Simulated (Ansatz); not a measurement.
We consider Ta2O5 (I4/mmm, No. 139, 7 atoms in the cell; start mp-1218001), described by PBE0 (PAW; Ansatz, a first-principles code).

Numerical settings: plane-wave cutoff 460 eV, 6×6×6 k mesh, Fermi–Dirac smearing 0.01 eV, scalar-relativistic PAW data made under PBE.

Cell (relaxed with PBEsol):

```yaml
crystal:
  lattice:
    - [-2.62040, 2.62040, 4.79152]
    - [2.62040, -2.62040, 4.79152]
    - [2.62040, 2.62040, -4.79152]
  atoms:
    - { symbol: Ta, position: [0.19664, 0.19664, 0.00000] }
    - { symbol: Ta, position: [0.80336, 0.80336, 0.00000] }
    - { symbol: O, position: [0.00000, 0.00000, 0.00000] }
    - { symbol: O, position: [0.50000, 0.00000, 0.00000] }
    - { symbol: O, position: [0.00000, 0.00000, 0.50000] }
    - { symbol: O, position: [0.00000, 0.50000, 0.00000] }
    - { symbol: O, position: [0.50000, 0.50000, 0.50000] }
```

Question: Predict the band gap.

Answer: 
- band gap = 3.87 eV (on the SCF k mesh)

Note: cell and atoms aren't relaxed at this level (largest force component 0.17 eV/Å, pressure -0.8 GPa).

Spin–orbit coupling is not included.

Computed values are for the static lattice.

It cost around 5 core-minutes (rough) of CPU time.

A start named mp-… is a Materials Project structure, which need not be a measured phase.
